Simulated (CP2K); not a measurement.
A series of runs on SnTe (Fm-3m, 2 atoms in the cell)

```xyz
2
Lattice="4.5505 0.0000 0.0000 2.2752 3.9408 0.0000 2.2752 1.3136 3.7154" Properties=species:S:1:pos:R:3 pbc="T T T"
Sn     0.0000     0.0000     0.0000
Te     4.5505     2.6272     1.8577
```

Base run A: PBE, GPW, DZVP-MOLOPT-SR-GTH basis, GTH-PBE potentials (GTH_POTENTIALS) in CP2K, self-consistent single point.

Its settings: CUTOFF = 400 Ry; REL_CUTOFF = 50 Ry; SMEAR/METHOD = FERMI_DIRAC; ELECTRONIC_TEMPERATURE = 580.23 K; KPOINTS/SCHEME = MONKHORST-PACK 6 6 6; GAMMA_CENTERED = T; XC_FUNCTIONAL = PBE; Sn/BASIS_SET = DZVP-MOLOPT-SR-GTH; Sn/POTENTIAL = GTH-PBE-q4; Te/BASIS_SET = DZVP-MOLOPT-SR-GTH; Te/POTENTIAL = GTH-PBE-q6; METHOD = GPW; EPS_DEFAULT = 1e-10; NGRIDS = 4; SCF_GUESS = ATOMIC; EPS_SCF = 1e-06; MAX_SCF = 100; ADDED_MOS = 4; MIXING/METHOD = BROYDEN_MIXING; MIXING/ALPHA = 0.2.

The starting cell comes from a database of computed structures (which also holds hypothetical and non-ambient phases and stackings), without a prior relaxation at this level. Its lattice was rescaled by a random factor within 2.5 % of one. Values carry the incompleteness of an atom-centred basis. The run gives no clean gap (levels at the Fermi energy touch, overlap or are partly filled at this smearing), which alone does not show that the compound is a metal.

ΔF is the free energy per atom less that of run A. 

Runs:
- B: lattice scaled by 0.97
- C: lattice scaled by 0.97; CUTOFF: 400 Ry → 240 Ry
- D: lattice scaled by 0.985
- E: lattice scaled by 0.985; CUTOFF: 400 Ry → 240 Ry
- F: lattice scaled by 1.015
- G: lattice scaled by 1.015; CUTOFF: 400 Ry → 240 Ry
- H: lattice scaled by 1.03
- I: lattice scaled by 1.03; CUTOFF: 400 Ry → 240 Ry
- J: CUTOFF: 400 Ry → 240 Ry

```csv
run,ΔF (meV/atom),pressure (GPa)
A,0.00,0.18
B,41.3,4.72
C,41.3,4.72
D,10.7,2.22
E,10.7,2.22
F,6.4,-1.47
G,6.4,-1.47
H,27.6,-2.81
I,27.6,-2.81
J,0.00,0.18
```

Run I against A: The free energy goes up by 27.6 meV/atom, the pressure goes from 0.18 to -2.81 GPa and a clean gap of 0.31 eV is found on the mesh, where there was none.

Run B against A: The free energy rises by 41.3 meV/atom and the pressure goes from 0.18 to 4.72 GPa.
